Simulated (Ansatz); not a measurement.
Take AlN in the rock salt structure (space group Fm-3m, No. 225; a = 4.045 Å; a model cell, its experimental status unchecked) as the base.

Levels (all Ansatz, an electronic-structure program, PAW): PBEsol (420 eV, scalar-relativistic without spin-orbit coupling); HSE06 (420 eV, without spin-orbit coupling).

Its gap is 4.55 eV with PBEsol and 6.02 eV with HSE06.

The change: a hydrostatic pressure of 5 GPa.

With PBEsol the gap becomes 4.72 eV.

If the HSE06 correction stayed the same, what would the HSE06 gap be, and what does the HSE06 run give?

A rigid correction of +1.47 eV gives 6.19 eV. The HSE06 run gives 6.22 eV, so the two effects roughly add.

Single points use the geometry relaxed with PBEsol. HSE06 gaps are upper bounds (no full band path). Load acts through the strain it causes; cell and atoms are relaxed under it. Stability against distortions was not tested. Competing high-pressure phases were not computed. The base started in Pnma and relaxed to Fm-3m at this level. This is not the structure that AlN has at room temperature and ambient pressure.
